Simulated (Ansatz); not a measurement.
**Rh under a change: Li interstitial (started 1.92 Å from the nearest host atom)**

Start from a 12-atom supercell of Rh in the fcc (Cu type) structure (space group Fm-3m, No. 225; a = 3.830 Å) at its relaxed geometry.

The change: one Li atom is added in an open site, starting 1.92 Å from the nearest host atom, atoms relaxed at fixed cell, starting from a slightly rattled geometry.

The values are results of PBE (Ansatz, a first-principles code; PAW; 420 eV plane waves; no spin-orbit coupling), not measurements. Settings: 7×5×7 k-points, 0.05 eV Fermi–Dirac smearing.

```csv
quantity,base,changed,shift
pressure,0.0 GPa,17.3 GPa,+17.3 GPa
final site of the added atom,–,6 Rh at 2.07 Å (octahedral),–
```

Cost of the whole job for the changed cell (relaxation, final SCF and bands): around 11 core-minutes (rough).

In so small a cell the defect repeats every few ångströms: this is an ordered compound, not a dilute defect. The final runs are not spin-polarised. An odd electron count without spin: LiRh12. The defect cell is not spin-polarised.
